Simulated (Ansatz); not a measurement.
# Effective masses and thermopower of AlN under load (space group P6_3mc)

Here is the system:

```xyz
4
Lattice="3.1624 0.0000 0.0000 -1.5812 2.7387 0.0000 0.0000 0.0000 5.0766" Properties=species:S:1:pos:R:3 pbc="T T T"
Al     0.0000     1.8258    -0.0156
Al     1.5812     0.9129     2.5227
N      0.0000     1.8258     1.9193
N      1.5812     0.9129     4.4576
```

Level of theory: PBE with spin-orbit coupling, rigid bands (plane waves, PAW; Ansatz, a quantum-chemistry and plane-wave program). Condition of this run: hydrostatic pressure of -9 GPa (compression positive) (the target of the relaxation). Cell: cell and atoms relaxed with PBEsol, then loaded as said.

```json
{
 "band_gap": "3.77 eV",
 "electron conductivity mass (300 K, dilute)": "0.29 (x), 0.29 (y), 0.28 (z) mₑ",
 "hole conductivity mass (300 K, dilute)": "3.7 (x), 3.7 (y), 0.44 (z) mₑ",
 "effective density of states N_c (300 K)": "4.0e18 cm⁻³",
 "effective density of states N_v (300 K)": "6.4e19 cm⁻³",
 "density_of_states_mass_electrons": "0.29 mₑ",
 "density_of_states_mass_holes": "1.88 mₑ",
 "Seebeck coefficient, n-type 1e19 cm⁻³, 300 K": "-150 μV/K",
 "best n-type power factor at 300 K for τ = 10 fs (best axis; densities from 1e16 to 1e21 cm⁻³ tried, whether or not they can be reached)": "2.2 μW/(cm·K²) at 1e19 cm⁻³",
 "Seebeck coefficient, p-type 1e19 cm⁻³, 300 K": "379 μV/K",
 "best p-type power factor at 300 K for τ = 10 fs (best axis; densities from 1e16 to 1e21 cm⁻³ tried, whether or not they can be reached)": "14.9 μW/(cm·K²) at 1e20 cm⁻³"
}
```

Rigid bands; masses and Seebeck coefficients take one relaxation time τ for all states and one kind of carrier; polarons and phonon drag are left out. Geometry: cell and atoms relaxed with PBEsol.
